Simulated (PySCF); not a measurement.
PySCF 2.14.0, unrestricted BP86/def2-svp, df: Mn(Br)(SH)(NH3)2 ([NH3]->[Mn](<-[NH3])([SH])[Br]), charge 0, multiplicity 6, 12 atoms. The geometry is a generated start, not checked to be a minimum at this level.

```json
{
 "task": "energy",
 "method": "bp86",
 "basis": "def2-svp",
 "two_electron_scheme": "density fitting",
 "mol.max_memory": "3000 MB",
 "mf.max_cycle": "100",
 "mf.init_guess": "minao (default)",
 "mf.DIIS": "CDIIS (default)",
 "mf.conv_tol": "1e-09 (default)",
 "mf.grids.level": "3 (default)",
 "basis_functions": "144",
 "grid_points": "156672"
}
```

```xyz
12

Mn     0.4073     0.5262     0.4027
Br     2.6531     0.8382     0.2573
S     -1.1733     1.5877     1.6941
H     -1.3642     0.5818     2.5440
N      0.2668    -1.8213     0.7412
H     -0.1983    -2.3319    -0.0067
H     -0.1808    -2.0831     1.6164
H      1.2335    -2.1454     0.7838
N     -0.3297     1.1068    -1.7656
H     -1.0681     1.8003    -1.6425
H     -0.6897     0.3779    -2.3754
H      0.4434     1.5627    -2.2493
```

Charge 0 and multiplicity 6 are set for this test and not shown to be the ground state.

One run each on 2 threads, 1 BLAS thread. Values of diis_space tried: 3, 5, 8 (default), 12, 20.

### Question
Predict the course of the Fock builds along this series.

### Answer
Fewest Fock builds: 8 (default) with 36. The count rises to 84 at 20. All converge to one solution.

```json
[
 {"diis_space": "3", "Fock builds": "77", "end": "same solution"},
 {"diis_space": "5", "Fock builds": "38", "end": "same solution"},
 {"diis_space": "8 (default)", "Fock builds": "36", "end": "same solution"},
 {"diis_space": "12", "Fock builds": "62", "end": "same solution"},
 {"diis_space": "20", "Fock builds": "84", "end": "same solution"}
]
```
